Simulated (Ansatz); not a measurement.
Ansatz (a quantum-chemistry and plane-wave program), DFT, PBE, plane waves, its default PAW files: fcc Al (Al32), 32 atoms. Basis and mesh were picked for this test and aren't claimed converged.

Ansatz 0.2 input:
```yaml
crystal:
  lattice:
    - [8.1, 0.0, 0.0]
    - [0.0, 8.1, 0.0]
    - [0.0, 0.0, 8.1]
  atoms:
    - { symbol: Al, position: [0.0, 0.0, 0.0] }
    - { symbol: Al, position: [0.0, 0.25, 0.25] }
    - { symbol: Al, position: [0.25, 0.0, 0.25] }
    - { symbol: Al, position: [0.25, 0.25, 0.0] }
    - { symbol: Al, position: [0.0, 0.0, 0.5] }
    - { symbol: Al, position: [0.0, 0.25, 0.75] }
    - { symbol: Al, position: [0.25, 0.0, 0.75] }
    - { symbol: Al, position: [0.25, 0.25, 0.5] }
    - { symbol: Al, position: [0.0, 0.5, 0.0] }
    - { symbol: Al, position: [0.0, 0.75, 0.25] }
    - { symbol: Al, position: [0.25, 0.5, 0.25] }
    - { symbol: Al, position: [0.25, 0.75, 0.0] }
    - { symbol: Al, position: [0.0, 0.5, 0.5] }
    - { symbol: Al, position: [0.0, 0.75, 0.75] }
    - { symbol: Al, position: [0.25, 0.5, 0.75] }
    - { symbol: Al, position: [0.25, 0.75, 0.5] }
    - { symbol: Al, position: [0.5, 0.0, 0.0] }
    - { symbol: Al, position: [0.5, 0.25, 0.25] }
    - { symbol: Al, position: [0.75, 0.0, 0.25] }
    - { symbol: Al, position: [0.75, 0.25, 0.0] }
    - { symbol: Al, position: [0.5, 0.0, 0.5] }
    - { symbol: Al, position: [0.5, 0.25, 0.75] }
    - { symbol: Al, position: [0.75, 0.0, 0.75] }
    - { symbol: Al, position: [0.75, 0.25, 0.5] }
    - { symbol: Al, position: [0.5, 0.5, 0.0] }
    - { symbol: Al, position: [0.5, 0.75, 0.25] }
    - { symbol: Al, position: [0.75, 0.5, 0.25] }
    - { symbol: Al, position: [0.75, 0.75, 0.0] }
    - { symbol: Al, position: [0.5, 0.5, 0.5] }
    - { symbol: Al, position: [0.5, 0.75, 0.75] }
    - { symbol: Al, position: [0.75, 0.5, 0.75] }
    - { symbol: Al, position: [0.75, 0.75, 0.5] }
kpoints:
  mp_grid: { grid: [8, 8, 8] }
hamiltonian:
  xc: pbe
  pseudopotentials: { kind: paw }
scf:
  occupations: { method: fermi_dirac, width: 0.1 }
output:
  forces: true
```

```bash
OMP_NUM_THREADS=32 ANSATZ_TIMINGS=1 ansatz run --backend cpu --threads 32 --max-ram 200GiB --events-out run.ndjson --runs-dir run.runs --progress --plain run.yaml
```

The program reports k-points after symmetry: 35, bands at the start: 80, electrons: 96, plane waves at Γ: 10395, cutoff (eV): 420, FFT grid: 60×60×60, symmetry operations: 1536.

It runs on a single node (AMD EPYC (Zen 5), 96 cores on 1 socket, no SMT, 12 L3 cache groups).

On 32 threads this takes 2.6 s. Wall times, medians of two to five repeats, each run alone on the node (launch to exit). Unless noted, each process is bound to its own block of adjacent cores. The build: release build for x86-64 with AVX-512, one process with threads; another build can shift the numbers. Scratch files lie in a memory file system.

Q: What should be changed to get the same answer (within 1.0 meV/atom in energy) sooner? Keep to 32 cores.

A: One answer among several that fit: going from kpoints.mp_grid.shift = not set to kpoints.mp_grid.shift = [0.5, 0.5, 0.5], the fastest among the values tried that keep the result.

```diff
-  mp_grid: { grid: [8, 8, 8] }
+  mp_grid: { grid: [8, 8, 8], shift: [0.5, 0.5, 0.5] }
```

Time: 2.6 s to 1.6 s (1.7× as fast). The largest move is in band solves (diag): 1.4 s to 0.76 s. What the program resolved moves too: eigensolver slots from 32 to 20. Applications of H to a band go from 39606 to 22617. These two results differ by: energy 0.75 meV/atom. Others tried: kpoints.mp_grid.shift = not set, crystal.symmetry.detect = false (13 s); kpoints.mp_grid.shift = not set, crystal.symmetry.detect = false, crystal.symmetry.time_reversal = false (25 s).
